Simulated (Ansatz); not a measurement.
Pair distribution function (total) of Ta (bcc), cell Ta54, started from the crystal [in the run: it stayed crystalline; mean temperature 1923 K (target 2060 K); density 15.69 g/cm³, volume +7 % from the start crystal's; one k-point, which a denser mesh shifts by 0.2 GPa in pressure and 0.06 eV/Å in forces], from MD at 1923 K. Method: PBE (plane waves, PAW; Ansatz, a quantum-chemistry and plane-wave program). Volume per atom 19.15 Å³, mean pressure -0.3 GPa. 

```
r (Å) | g(r)
     1.90 |  0.00
     1.94 |  0.00
     1.98 |  0.00
     2.02 |  0.00
     2.06 |  0.00
     2.10 |  0.00
     2.14 |  0.00
     2.18 |  0.00
     2.22 |  0.00
     2.26 |  0.00
     2.30 |  0.00
     2.34 |  0.01
     2.38 |  0.01
     2.42 |  0.04
     2.46 | # 0.08
     2.50 | ## 0.16
     2.54 | #### 0.39
     2.58 | ###### 0.62
     2.62 | ######### 0.98
     2.66 | ############# 1.38
     2.70 | ################ 1.72
     2.74 | ###################### 2.31
     2.78 | ######################### 2.70
     2.82 | ########################### 2.94
     2.86 | ############################## 3.16
     2.90 | ############################## 3.19
     2.94 | ############################## 3.21
     2.98 | ############################# 3.08
     3.02 | ########################### 2.84
     3.06 | ####################### 2.50
     3.10 | ####################### 2.48
     3.14 | ###################### 2.31
     3.18 | #################### 2.14
     3.22 | ################## 1.96
     3.26 | ################## 1.91
     3.30 | ################# 1.79
     3.34 | ################ 1.67
     3.38 | ############### 1.60
     3.42 | ############## 1.50
     3.46 | ############# 1.38
     3.50 | ########### 1.22
     3.54 | ########## 1.05
     3.58 | ######## 0.86
     3.62 | ###### 0.68
     3.66 | ##### 0.57
     3.70 | #### 0.43
     3.74 | ### 0.36
     3.78 | ## 0.25
     3.82 | ## 0.18
     3.86 | # 0.12
     3.90 | # 0.07
     3.94 | # 0.06
     3.98 |  0.03
     4.02 |  0.03
     4.06 |  0.03
     4.10 |  0.03
     4.14 |  0.03
     4.18 |  0.04
     4.22 | # 0.07
     4.26 | # 0.10
     4.30 | ## 0.17
     4.34 | ## 0.23
     4.38 | ### 0.33
     4.42 | #### 0.46
     4.46 | ##### 0.58
     4.50 | ####### 0.73
     4.54 | ######### 0.92
     4.58 | ########## 1.05
     4.62 | ########### 1.16
     4.66 | ############# 1.36
     4.70 | ############## 1.47
     4.74 | ############## 1.47
     4.78 | ############## 1.47
     4.82 | ############# 1.38
     4.86 | ############ 1.33
     4.90 | ########### 1.17
     4.94 | ########## 1.06
     4.98 | ######### 0.92
     5.02 | ######## 0.81
```

Problem. From these data, give where the first shell ends and the number of neighbours in it.

Solution. first minimum near 4.1 Å (g down to about 0.03); 14.0 neighbours in the shell, from n = 4πρ∫r²g(r)dr.
